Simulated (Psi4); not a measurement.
Psi4 1.11, HF/def2-svp: Zr(O)2 ([O]=[Zr]=[O]), 3 atoms. The geometry is a generated start, not checked to be a minimum at this level.

| Property | Value |
|---|---|
| task | energy |
| method | scf |
| basis | def2-svp |
| memory | 3 GB |
| maxiter | 100 |
| keys of the molecule block | symmetry c1 |
| scf_type | df (default) |
| guess | auto, which took SAD (default) |
| scf_initial_accelerator | adiis (default) |
| e_convergence | 1e-06 (default) |
| d_convergence | 1e-06 (default) |
| effective core potentials | those of the basis set, past Kr |
| basis functions | 59 |

```xyz
3

Zr     0.4238    -0.3670     0.4345
O      0.8808     0.3896    -1.1072
O     -1.3046    -0.0225     0.6728
```

Charge 0 and multiplicity 1 are set for this test and not shown to be the ground state.

One run each on 2 threads. Values of diis_max_vecs tried: 3, 6, 10 (default), 20.

Q: Which value of diis_max_vecs needs the fewest SCF iterations, and what happens away from it?

A: Fewest SCF iterations, within one of each other: 6 with 13, 10 (default) with 12, 20 with 12. The count rises to 21 at 3. All converge to one solution.

```tsv
diis_max_vecs	SCF iterations	end
3	21	same solution
6	13	same solution
10 (default)	12	same solution
20	12	same solution
```
